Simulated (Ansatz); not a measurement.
For B (model structure, started from the diamond type, Fd-3m, No. 227, 2 atoms in the cell), LDA in Ansatz (PAW) gives:

lattice constant a: 4.002 Å
bulk modulus B0: 191 GPa
cohesive energy: 6.15 eV/atom

Task: What does r²SCAN in Ansatz (PAW) give for the same quantities?

Result: 
- lattice constant a: 4.053 Å (grows by 1.3 %)
- bulk modulus: 180 GPa (drops by 5.8 %)
- cohesive energy: 5.19 eV/atom (falls by 0.96 eV/atom)

Changes are worked out from the printed values.

Unless a cell is named, each level is at its own relaxed cell (LDA 8.01, r²SCAN 8.32 Å³/atom).

Caveats: the bulk modulus is −V dP/dV from two relaxed cells at ±2 % in volume (LDA, r²SCAN). Ansatz's density-functional and Hartree–Fock values are scalar-relativistic unless marked +SOC, with PAW data made under PBE.

A model structure was made by putting elements into a prototype or built by hand; it is no filed structure, need not be a known phase, and can be a saddle point held by its symmetry.

Ansatz is a program for electronic structure.
